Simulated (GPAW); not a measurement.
A self-consistent single point of SnTe (Fm-3m, 2 atoms in the cell) with GPAW

Level of theory: PBE, GPAW PAW datasets PBE (gpaw-data 1.0.1) (plane waves; GPAW).

Input:

```python
from ase import Atoms
from ase.units import GPa
from gpaw import GPAW, PW

atoms = Atoms(['Sn', 'Te'],
              cell=[[0.000000, 3.124010, 3.124010],
                    [3.124010, 0.000000, 3.124010],
                    [3.124010, 3.124010, 0.000000]],
              scaled_positions=[[0.000000, 0.000000, 0.000000],
                                [0.500000, 0.500000, 0.500000]],
              pbc=True)

calc = GPAW(mode=PW(600),
            xc='PBE',
            kpts={'size': (6, 6, 6), 'gamma': True},
            occupations={'name': 'methfessel-paxton', 'width': 0.136, 'order': 0},
            nbands=-4,
            convergence={'density': 1e-05, 'bands': -2},
            symmetry={'symmorphic': False, 'tolerance': 0.0005},
            maxiter=120,
            txt='-')

atoms.calc = calc

energy = atoms.get_potential_energy()
print('Energy (eV):', round(energy, 6))
forces = atoms.get_forces()
print('Forces (eV/Ang):')
print(forces.round(5))
stress = atoms.get_stress()
print('Stress (GPa, Voigt):', (stress / GPa).round(4))
```

Output (repeated stretches shortened):

```
Input parameters:
  convergence: {bands: -2,
                density: 1e-05}
  kpts: {gamma: True,
         size: (6, 6, 6)}
  maxiter: 120
  mode: {ecut: 600.0,
         name: pw}
  nbands: -4
  occupations: {name: methfessel-paxton,
                order: 0,
                width: 0.136}
  symmetry: {symmorphic: False,
             tolerance: 0.0005}
  xc: PBE

species:
  Sn:
    name: Tin
    Z: 50.0
    valence: 14
    core: 36
    charge: 0.0
    file: Sn.PBE.gz

    # Using partial waves for Sn as LCAO basis

  Te:
    name: Tellurium
    Z: 52.0
    valence: 6
    core: 46
    charge: 0.0
    file: Te.PBE.gz

    # Using partial waves for Te as LCAO basis

Reference energy: -352801.376741  # eV

Spin-paired calculation

Convergence criteria:
 Maximum [total energy] change in last 3 cyles: 0.0005 eV / valence electron
 Maximum integral of absolute [dens]ity change: 1e-05 electrons / valence electron
 Maximum integral of absolute [eigenst]ate change: 4e-08 eV^2 / valence electron
 Maximum number of scf [iter]ations: 120

Symmetries present (total): 48
Symmetries with fractional translations: 0
216 k-points: 6 x 6 x 6 Monkhorst-Pack grid + [1/12,1/12,1/12]
16 k-points in the irreducible part of the Brillouin zone
       k-points in crystal coordinates                weights
   0:     0.00000000    0.00000000    0.00000000          1/216
   1:     0.16666667    0.16666667    0.00000000          6/216
   2:     0.16666667    0.16666667    0.16666667          8/216
   [... 7 lines left out ...]
          ...
  15:     0.50000000    0.50000000    0.50000000          4/216

Wave functions: Plane wave expansion
  Cutoff energy: 600.000 eV
  Number of coefficients (min, max): 2017, 2085
  Pulay-stress correction: 0.000000 eV/Ang^3 (de/decut=0.000000)

Occupation numbers: Methfessel-Paxton:
  width: 0.1360  # eV
  order: 0

Eigensolver

Densities:
  Coarse grid: 25*25*25 grid
  Fine grid: 50*50*50 grid
  Total Charge: 0.000000

Density mixing:
  Method: separate
  Backend: pulay
  Linear mixing parameter: 0.05
  old densities: 5
  Damping of long wavelength oscillations: 50

Hamiltonian:
  XC and Coulomb potentials evaluated on a 50*50*50 grid
  External potential:
    NoExternalPotential

XC parameters: PBE with 2 nearest neighbor stencil

Number of atoms: 2
Number of atomic orbitals: 13
Number of bands in calculation: 14
Number of valence electrons: 20
Bands to converge: 12

Density initialized from atomic densities
  13 bands from LCAO basis set
  1 band from random numbers

Atomic positions and initial magnetic moments

Positions:
   0 Sn     0.000000    0.000000    0.000000    ( 0.0000,  0.0000,  0.0000)
   1 Te     3.124010    3.124010    3.124010    ( 0.0000,  0.0000,  0.0000)

Unit cell:
           periodic     x           y           z      points  spacing
  1. axis:    yes    0.000000    3.124010    3.124010    25     0.1443
  2. axis:    yes    3.124010    0.000000    3.124010    25     0.1443
  3. axis:    yes    3.124010    3.124010    0.000000    25     0.1443

  Lengths:   4.418017   4.418017   4.418017
  Angles:   60.000000  60.000000  60.000000

Effective grid spacing dv^(1/3) = 0.1574

     iter     time        total  log10-change:
                         energy   eigst   dens
iter:   1 --:--:--    -7.803852   +0.35
iter:   2 --:--:--    -7.808702   -0.49  -1.50
iter:   3 --:--:--    -7.785951   -1.87  -1.54
iter:   4 --:--:--    -7.793173   -1.95  -1.70
iter:   5 --:--:--    -7.786891c  -2.83  -1.96
iter:   6 --:--:--    -7.786123c  -3.60  -2.36
iter:   7 --:--:--    -7.786128c  -4.58  -3.16
iter:   8 --:--:--    -7.786129c  -5.45  -3.20
iter:   9 --:--:--    -7.786151c  -5.65  -3.25
iter:  10 --:--:--    -7.786153c  -6.62  -3.58
iter:  11 --:--:--    -7.786150c  -7.05  -3.62
iter:  12 --:--:--    -7.786158c  -6.15  -3.49
iter:  13 --:--:--    -7.786164c  -6.68  -3.62
iter:  14 --:--:--    -7.786161c  -7.75c -3.60
iter:  15 --:--:--    -7.786148c  -5.70  -3.62
iter:  16 --:--:--    -7.786149c  -6.21  -3.86
iter:  17 --:--:--    -7.786147c  -7.07  -3.89
iter:  18 --:--:--    -7.786147c  -8.04c -4.05
iter:  19 --:--:--    -7.786147c  -7.72c -4.06
iter:  20 --:--:--    -7.786148c  -7.30  -4.10
iter:  21 --:--:--    -7.786148c  -8.67c -4.99
iter:  22 --:--:--    -7.786147c  -9.97c -5.35c

Converged after 22 iterations.

Dipole moment: (-0.000000, -0.000000, 0.000000) |e|*Ang

Energy contributions relative to reference atoms: (reference = -352801.376741)

Kinetic:        +16.910877
Potential:      -16.544449
External:        +0.000000
XC:              -8.299636
Entropy (-ST):   -0.001925
Local:           +0.148024
SIC:             +0.000000
--------------------------
Free energy:     -7.787110
Extrapolated:    -7.786147

Showing only first 2 kpts
 Kpt  Band  Eigenvalues  Occupancy
  0     8      4.54844    2.00000
  0     9      4.54844    2.00000
  0    10     10.16919    0.00000
  0    11     10.16919    0.00000

  1     8      4.03334    2.00000
  1     9      6.01169    2.00000
  1    10      7.69713    0.00000
  1    11     10.32096    0.00000

Fermi level: 6.85363

Gap: 0.186 eV
Transition (v -> c):
  (s=0, k=15, n=9, [0.50, 0.50, 0.50]) -> (s=0, k=15, n=10, [0.50, 0.50, 0.50])
No difference between direct/indirect transitions
Energy (eV): -7.786147

Forces in eV/Ang:
  0 Sn   -0.00000    0.00000    0.00000
  1 Te   -0.00000    0.00000    0.00000

Stress tensor:
    -0.021047    -0.000000     0.000000
    -0.000000    -0.021047     0.000000
     0.000000     0.000000    -0.021047
Stress (GPa, Voigt): [-3.3721 -3.3721 -3.3721  0.      0.     -0.    ]
```

The run converged in 22 iterations. GPAW prints stress with tension positive.

The starting cell comes from a database of computed structures (which also holds hypothetical and non-ambient phases and stackings), without a prior relaxation at this level. Its lattice was rescaled by a random factor within 2.5 % of one. Spin-orbit coupling is off. With a pressure of about 3 GPa the cell is away from its equilibrium volume at this level.
